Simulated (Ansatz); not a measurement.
The reference is CrSe$_{2}$ (space group Fm-3m, No. 225; a = 6.083 Å; ferromagnetic; a hypothetical phase, not in the database extracts checked; relaxed with 0.1 eV smearing). Axes: x, y, z lie along the cube axes.

Calculations: PBEsol (Ansatz, a program for electronic structure; PAW; 420 eV plane waves; scalar-relativistic without spin-orbit coupling).

Base values:

The shortest interatomic distance is 2.634 Å.

One thing is altered: tensor shear ε_xy = −2.64 % (engineering shear γ = -0.0528); the atoms relax in the strained cell.

Q: What happens to the energy relative to the base and shortest interatomic distance?

A: The energy grows by 1.8 meV/atom; the shortest interatomic distance shrinks by 0.031 Å, from 2.634 Å to 2.603 Å.

Other magnetic orders, which the real material may have, were not ruled out. No phonon test of stability was made.
